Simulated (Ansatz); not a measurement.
The starting structures come from a database of crystals and need not be the phases stable at ambient conditions.

By PBEsol, the system below comes out a metal.

Without scattering a metal conducts by its projected Fermi surface.

Here is the system:

```yaml
crystal:
  lattice:
    - [4.06203, 0.00000, 0.00000]
    - [-2.03102, 3.51782, 0.00000]
    - [0.00000, 0.00000, 5.40911]
  atoms:
    - { symbol: Ba, position: [0.00000, 0.00000, 0.00000] }
    - { symbol: Si, position: [0.66667, 0.33333, 0.56424] }
    - { symbol: Si, position: [0.33333, 0.66667, 0.43576] }
```

Space group of this cell: P-3m1. The cell is taken as given; by PBEsol its mean pressure is -2.4 GPa.

The current flows along the normal of the first two printed cell vectors, the (001) plane of the conventional cell. No spin-orbit coupling; the value is a mean over 0.1 eV about the Fermi level.

Task: State the ballistic conductance per area according to PBEsol in Ansatz (a program for electronic structure).

Result: 0.29 × 10¹⁵ S/m² for both spins.
